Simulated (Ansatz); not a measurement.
Take MoTe₂ (space group P6_3/mmc, No. 194; a = 3.4340 Å, c = 13.3294 Å; layered, stacked along the Cartesian z axis) as the base. Axes: x lies along a and z along c of the hexagonal cell.

The values are results of PBEsol-D3(BJ) (Ansatz, a quantum-chemistry and plane-wave program; PAW; 420 eV plane waves; scalar-relativistic without spin-orbit coupling), not measurements.

Before the change:

| Property | Result |
|---|---|
| Gap character | indirect, K–Γ (81 % along) → K–Γ (44 % along) |
| Smallest direct gap | 0.79 eV |

The change: uniaxial strain ε_zz = +3.00 %, all other strain components held at zero; the atoms relax in the strained cell.

Problem. Predict the new stress.

Solution. The stress (xx, yy, zz, yz, xz, xy; compression positive) comes out as (-0.57, -0.57, -2.42, 0.00, 0.00, 0.00) GPa.

Problem. Estimate the effect on the gap character.

Solution. The gap character stays indirect, K–Γ (81 % along) → K–Γ (44 % along).

Problem. What happens to the smallest direct gap?

Solution. The smallest direct gap goes up by 0.136 eV to 0.92 eV.

Problem. Estimate the effect on the energy relative to the base.

Solution. The energy rises by 5.6 meV/atom.

With Te present, leaving out spin-orbit coupling can change the band edges. No phonon test of stability was made.
